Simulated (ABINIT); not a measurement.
ABINIT run on YSb (Fm-3m, 2 atoms in the cell): self-consistent single point.

Method: LDA (PW92), norm-conserving pseudopotentials (PseudoDojo nc-sr-04 LDA standard) (plane waves; ABINIT).

The change in words: lattice scaled by 0.98. Reference geometry:
```
CELL_PARAMETERS angstrom
      0.00000     3.10579     3.10579
      3.10579     0.00000     3.10579
      3.10579     3.10579     0.00000
ATOMIC_POSITIONS crystal
  Y  0.50000 0.50000 0.50000
  Sb 0.00000 0.00000 0.00000
```

Reference input (self-consistent single point, DFT, LDA (PW92), plane waves, norm-conserving pseudopotentials (PseudoDojo nc-sr-04 LDA standard)): pseudos = [Y.upf, Sb.upf]; ecut = 42 Ha; occopt = 3; tsmear = 0.00367493 Ha; ngkpt = 12 12 12; nshiftk = 1; shiftk = 0 0 0; potentials = PseudoDojo nc-sr-04 LDA standard; nband = 18; kptopt = 1; nstep = 60; tolvrs = 1e-10. This run's input differs from it in these lines:

```diff
@@ -5,5 +5,5 @@
 rprim
-        -0.0000000000    3.1057900000    3.1057900000
-         3.1057900000   -0.0000000000    3.1057900000
-         3.1057900000    3.1057900000   -0.0000000000
+        -0.0000000000    3.0436740000    3.0436740000
+         3.0436740000    0.0000000000    3.0436740000
+         3.0436740000    3.0436740000   -0.0000000000
 natom 2
@@ -13,3 +13,3 @@
 xcart
-         3.1057900000    3.1057900000    3.1057900000
+         3.0436740000    3.0436740000    3.0436740000
          0.0000000000    0.0000000000    0.0000000000
```

Log, with long lists cut:

```
--- !BeginCycle
solver: {iscf: 7, nstep: 60, nline: 4, wfoptalg: 0, }
tolerances: {tolvrs: 1.00E-10, }
...

     iter   Etot(hartree)      deltaE(h)  residm     vres2
 ETOT  1  -131.15145282665    -1.312E+02 1.042E+00 5.612E+01
 ETOT  2  -131.65445998129    -5.030E-01 3.119E-02 2.263E+00
 ETOT  3  -131.65477019308    -3.102E-04 5.772E-02 6.619E-02
 ETOT  4  -131.65477573103    -5.538E-06 5.805E-03 4.639E-03
 ETOT  5  -131.65477632735    -5.963E-07 5.046E-03 3.628E-05
 ETOT  6  -131.65477633077    -3.424E-09 2.851E-03 7.931E-07
 ETOT  7  -131.65477633085    -7.395E-11 1.819E-03 6.913E-09
 ETOT  8  -131.65477633084     6.651E-12 7.247E-04 4.886E-10
 ETOT  9  -131.65477633084    -4.519E-12 3.959E-04 1.185E-10
 ETOT 10  -131.65477633084     1.677E-12 1.978E-04 1.645E-13
 At SCF step   10       vres2   =  1.65E-13 < tolvrs=  1.00E-10 =>converged.

 Cartesian components of stress tensor (hartree/bohr^3)
  sigma(1 1)=  3.20901601E-05  sigma(3 2)=  0.00000000E+00
  sigma(2 2)=  3.20901601E-05  sigma(3 1)=  0.00000000E+00
  sigma(3 3)=  3.20901601E-05  sigma(2 1)=  0.00000000E+00

 ----iterations are completed or convergence reached----

 reduced coordinates (array xred) for    2 atoms
       0.500000000000      0.500000000000      0.500000000000
       0.000000000000      0.000000000000      0.000000000000
 cartesian forces (eV/Angstrom) at end:
    1     -0.00000000000000    -0.00000000000000    -0.00000000000000
    2     -0.00000000000000    -0.00000000000000    -0.00000000000000
 frms,max,avg= 0.0000000E+00 0.0000000E+00   0.000E+00  0.000E+00  0.000E+00 e/A
   [... lines left out ...]
 Fermi (or HOMO) energy (eV) =   7.53067   Average Vxc (eV)= -10.55541
   [... lines left out ...]
total_energy        : -1.31654776330842E+02
total_energy_eV     : -3.58250865574099E+03
band_energy         : -1.23160579204839E+01
...

-Cartesian components of stress tensor (GPa)         [Pressure= -9.4412E-01 GPa]
- sigma(1 1)=  9.44124948E-01  sigma(3 2)=  0.00000000E+00
- sigma(2 2)=  9.44124948E-01  sigma(3 1)=  0.00000000E+00
- sigma(3 3)=  9.44124948E-01  sigma(2 1)=  0.00000000E+00

 Calculation completed.
```

The run converged in 10 iterations. Against the reference run the free energy goes down by 30.7 meV/atom and the pressure goes from -4.48 to -0.94 GPa.

The starting cell comes from a database of computed structures (which also holds hypothetical and non-ambient phases and stackings), without a prior relaxation at this level. For this run, on top of that: lattice scaled by 0.98.

Cost on one core of a shared machine: roughly 6 min.
